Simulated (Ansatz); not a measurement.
We consider BeS (model structure, started from the NiAs type, P6₃/mmc, No. 194, 4 atoms in the cell), described by PBEsol (Ansatz, a quantum-chemistry and plane-wave program, plane waves, PAW).

Numerical settings: plane-wave cutoff 520 eV, 12×12×8 k mesh (along the axes of the cell as run), Fermi–Dirac smearing 0.01 eV, scalar-relativistic PAW data made under PBE.

Cell (relaxed at this level):

```cif
data_Be2S2
_chemical_formula_sum 'Be2 S2'
_space_group_name_H-M_alt 'P 1'
_space_group_IT_number 1
_cell_length_a 3.27121
_cell_length_b 3.27121
_cell_length_c 5.20687
_cell_angle_alpha 90.000
_cell_angle_beta 90.000
_cell_angle_gamma 120.000
loop_
_space_group_symop_operation_xyz
  'x, y, z'
loop_
_atom_site_label
_atom_site_type_symbol
_atom_site_fract_x
_atom_site_fract_y
_atom_site_fract_z
_atom_site_occupancy
Be1 Be 0.00000 0.00000 0.00000 1
Be2 Be 0.00000 0.00000 0.50000 1
S1 S 0.33333 0.66667 0.25000 1
S2 S 0.66667 0.33333 0.75000 1
```

Problem. What does this level give for the band gap and smallest direct gap on the k points sampled?

Solution. 
- band gap = 1.39 eV (indirect)
- smallest direct gap on the k points sampled = 3.40 eV

Note: the relaxation could raise the start's symmetry but not lower it, so the cell can be a saddle point.

The computed numbers hold no vibrational or temperature effects.

It cost roughly 5 core-seconds of CPU time.

A model structure was made by putting elements into a prototype or built by hand; it is no filed structure, need not be a known phase, and can be a saddle point held by its symmetry.
